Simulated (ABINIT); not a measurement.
How a calculation on Rb2YCuI6 (Fm-3m, 10 atoms in the cell) responds to its settings

```
CELL_PARAMETERS angstrom
      0.00000     5.91990     5.91990
      5.91990     0.00000     5.91990
      5.91990     5.91990     0.00000
ATOMIC_POSITIONS crystal
  Rb 0.75000 0.75000 0.75000
  Rb 0.25000 0.25000 0.25000
  Y  0.50000 0.50000 0.50000
  Cu 0.00000 0.00000 0.00000
  I  0.75607 0.24393 0.24393
  I  0.24393 0.75607 0.75607
  I  0.24393 0.75607 0.24393
  I  0.75607 0.24393 0.75607
  I  0.24393 0.24393 0.75607
  I  0.75607 0.75607 0.24393
```

Base run A: LDA (PW92), PAW (JTH v2.0 LDA PAW) run with ABINIT, self-consistent single point.

Its settings: pseudos = [Rb.LDA_PW-JTH.xml, Y.LDA_PW-JTH.xml, Cu.LDA_PW-JTH.xml, I.LDA_PW-JTH.xml]; ecut = 30 Ha; pawecutdg = 60 Ha; pawxcdev = 0; ixc = 7; occopt = 1; ngkpt = 3 3 3; nshiftk = 1; shiftk = 0 0 0; potentials = JTH v2.0 LDA PAW; nband = 49; kptopt = 1; nstep = 100; tolvrs = 1e-12; diemac = 12.

The starting cell comes from a database of computed structures (which also holds hypothetical and non-ambient phases and stackings), without a prior relaxation at this level. Spin-orbit coupling is off.

ΔF is the free energy per atom less that of run A. 

Run A gave: pressure (GPa) -2.46; largest force (eV/Å) 0.012; gap on the mesh (eV) 1.680; iterations 22.

Runs:
- B: wfoptalg: default → 114; paral_kgb: default → 1; bandpp: default → 1
- C: istwfk: default → *1; wfoptalg: default → 1; paral_kgb: default → 1
- D: rmm_diis: default → 1
- E: wfoptalg: default → 0

### Question
Which runs reach the base run's state, and which is quickest in iterations?

### Answer
Runs B, C, D, E ended on the same solution as A (within 1 meV/atom). The fewest iterations to that state were 20 (B); the most were 89.

| run | ΔF (meV/atom) | pressure (GPa) | largest force (eV/Å) | gap on the mesh (eV) | iterations |
|---|---|---|---|---|---|
| A | 0.00 | -2.46 | 0.012 | 1.680 | 22 |
| B | 0.00 | -2.46 | 0.012 | 1.680 | 20 |
| C | 0.00 | -2.46 | 0.012 | 1.680 | 89 |
| D | 0.00 | -2.46 | 0.012 | 1.680 | 71 |
| E | 0.00 | -2.46 | 0.012 | 1.680 | 24 |
